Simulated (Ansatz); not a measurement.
We look at the formation energy of O_i in Ti (hcp, P6₃/mmc). Reaction: 8 Ti (hcp) + 1/2 O2 (gas) → cell A.

Cell A: a supercell of 8 sites of Ti (hcp, P6₃/mmc) with O off the lattice sites (6 Ti at 2.08 Å); spin state with PBE: run without spin, k-point mesh 9×9×10.
```
Ti8O
1.0
    5.87916     0.00000     0.00000
   -2.93958     5.09150     0.00000
    0.00000     0.00000     4.65365
Ti O
8 1
Cartesian
 -0.00611  -0.00353  -0.03399
 -0.00611   1.70069   2.36082
 -1.46979   2.54575  -0.03656
 -1.46979   4.23586   2.36082
  2.94569  -0.00353  -0.03399
  2.94569   1.70069   2.36082
  1.46979   2.55280  -0.03399
  1.46979   4.24292   2.36339
  1.46979   0.84858   1.16341
```

Reference: Ti (hcp, P6₃/mmc), 8 atoms in the cell, the relaxed perfect crystal repeated, atoms not moved again; spin state with PBE: run without spin, k-point mesh 9×9×10 on the run's own vectors.

Reference: an isolated O2 molecule (triplet) in a box of 11 × 11 × 13 Å.

Plane-wave PAW calculations with Ansatz (a first-principles code), its PAW set soft_1, cutoff 420 eV, 500 eV for r2SCAN. The structures are at rest with PBE, within the held lattices; other levels are single points on them. Neutral cells; Fermi-Dirac smearing of at most 0.10 eV in the solids, energies taken to zero width. The lattices are those relaxed with PBE, so at other levels the solids can be strained, which adds to the spread. A dispersion term (D3(BJ), or D4 for r2SCAN) was computed beside these levels and is taken off wherever the name lacks it. Space groups of crystals are read within 0.01 Å. Nuclei at rest; no vibrational terms. No structure search was made; lower ones may exist. No correction for cell size. The cell is small for its defects, so this is an ordered compound on the host's lattice rather than an isolated defect. Cell A has symmetry P-3m1 within 0.02 Å and got no random move, so less symmetric positions, which may lie lower, weren't tried.

Q: Estimate the value that PBE returns for this input.

A: -5.59 eV, for 8 Ti (hcp) + 1/2 O2 (gas) → cell A.

Q: List the value at the remaining levels and say how far they part.

A: 
```
Level   value (eV)  less PBE
------  ----------  --------
r2SCAN       -6.18     -0.59
```

The levels shown span 0.59 eV, from r2SCAN (-6.18) to PBE (-5.59).
